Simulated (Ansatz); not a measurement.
Partial pair distribution functions of a relaxed model of amorphous Ge20S40Sb4, broadened by 0.06 Å; density 3.17 g/cm³. Method: PBE-D3(BJ), scalar-relativistic without spin-orbit coupling (plane waves to 420 eV, PAW; Ansatz, a quantum-chemistry and plane-wave program).

It comes from a melt-quench run on a machine-learned potential (CHGNet), relaxed afterwards by DFT. The hot cell started wider than the set density and was brought back towards it in steps. It is the lowest in DFT energy of 3 quenches. It is a model cell: composition and starting density were chosen by hand, and all elements were melted together. The geometry includes D3(BJ) dispersion. Its density started from a set value of 3.01 and ended at 3.17 g/cm³. Cooling (nominally 64 K/ps over its main leg) ran many orders faster than in experiment, which tends to leave more defects and strain. Values belong to this one cell and scatter from quench to quench. Volume and shape were free in the relaxation.

| r (Å) | g Ge-S | g S-Sb | g Ge-Ge | g S-S |
|---|---|---|---|---|
| 1.95 | 0.00 | 0.00 | 0.00 | 0.01 |
| 2.05 | 0.15 | 0.00 | 0.00 | 0.18 |
| 2.15 | 3.69 | 0.00 | 0.00 | 0.18 |
| 2.25 | 11.50 | 0.00 | 0.00 | 0.01 |
| 2.35 | 4.73 | 0.40 | 0.00 | 0.00 |
| 2.45 | 1.98 | 4.03 | 0.00 | 0.00 |
| 2.55 | 0.78 | 5.62 | 0.12 | 0.00 |
| 2.65 | 0.22 | 3.04 | 0.62 | 0.00 |
| 2.75 | 0.08 | 1.74 | 0.27 | 0.00 |
| 2.85 | 0.01 | 0.57 | 0.58 | 0.01 |
| 2.95 | 0.11 | 0.68 | 1.05 | 0.16 |
| 3.05 | 0.16 | 0.67 | 0.61 | 0.31 |
| 3.15 | 0.41 | 1.03 | 0.37 | 0.48 |
| 3.25 | 0.41 | 2.16 | 1.44 | 1.28 |
| 3.35 | 0.54 | 2.61 | 2.27 | 2.24 |
| 3.45 | 0.37 | 1.85 | 2.42 | 2.71 |
| 3.55 | 0.48 | 0.29 | 2.29 | 3.13 |
| 3.65 | 0.76 | 0.33 | 1.48 | 4.01 |
| 3.75 | 1.05 | 0.28 | 1.27 | 3.48 |
| 3.85 | 0.89 | 0.73 | 1.94 | 1.85 |
| 3.95 | 0.72 | 1.26 | 0.82 | 1.04 |
| 4.05 | 0.77 | 0.74 | 0.33 | 0.86 |
| 4.15 | 0.99 | 0.79 | 1.06 | 0.60 |
| 4.25 | 1.21 | 1.23 | 0.52 | 0.57 |
| 4.35 | 1.08 | 1.35 | 0.19 | 0.64 |
| 4.45 | 0.89 | 0.69 | 0.20 | 0.56 |
| 4.55 | 1.18 | 0.71 | 0.22 | 0.36 |
| 4.65 | 1.11 | 0.61 | 0.45 | 0.28 |
| 4.75 | 0.97 | 0.58 | 0.27 | 0.64 |
| 4.85 | 1.03 | 0.60 | 0.27 | 0.41 |
| 4.95 | 1.00 | 0.59 | 0.44 | 0.42 |
| 5.05 | 0.74 | 0.84 | 0.44 | 0.70 |
| 5.15 | 0.88 | 1.02 | 0.58 | 0.93 |
| 5.25 | 1.37 | 1.35 | 0.79 | 0.74 |
| 5.35 | 1.72 | 0.90 | 0.86 | 0.75 |
| 5.45 | 1.37 | 1.11 | 0.74 | 0.82 |
| 5.55 | 1.21 | 1.38 | 1.00 | 0.73 |
| 5.65 | 1.21 | 1.86 | 1.34 | 0.85 |
| 5.75 | 0.97 | 1.37 | 1.51 | 1.16 |
| 5.85 | 0.79 | 0.79 | 1.36 | 1.31 |

Within 2.76 Å each Ge has 3.60 S neighbours on average.
